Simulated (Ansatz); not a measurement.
## Hypothetical zinc blende HgO under a change: isotropic strain −1.10 %

Base system: HgO in the zinc blende structure (space group F-43m, No. 216; a = 5.196 Å; a hypothetical phase, not in the database extracts checked).

The change: the cell is scaled by 0.9890 in all directions, atoms relaxed at fixed cell.

Computed with PBEsol (Ansatz, a first-principles code, PAW, spin-orbit coupling left out). Γ-centred 15×15×15 mesh, Fermi–Dirac width 0.05 eV.

```json
[
 {"quantity": "volume per atom", "base": "17.53 Å³", "changed": "16.96 Å³", "shift": "-0.57 Å³"},
 {"quantity": "space group", "base": "F-43m (No. 216)", "changed": "F-43m (No. 216)", "shift": "–"},
 {"quantity": "shortest interatomic distance", "base": "225.0 pm", "changed": "222.5 pm", "shift": "-2.5 pm"},
 {"quantity": "energy relative to the base (free energy F)", "base": "0 meV/atom", "changed": "+5.9 meV/atom", "shift": "+5.9 meV/atom"},
 {"quantity": "band gap", "base": "zero", "changed": "zero", "shift": "–"}
]
```

Final structure:

```xyz
2
Lattice="0.0000 2.5694 2.5694 2.5694 0.0000 2.5694 2.5694 2.5694 0.0000" Properties=species:S:1:pos:R:3 pbc="T T T"
O      3.8541     3.8541     3.8541
Hg     0.0000     0.0000     0.0000
```

Spin-orbit coupling, missing from the scalar runs, can matter with Hg. Whether these cells are dynamically stable was not tested. All final runs are without spin polarisation. A zero or small gap of HgO can be the functional's error rather than a property of the material.
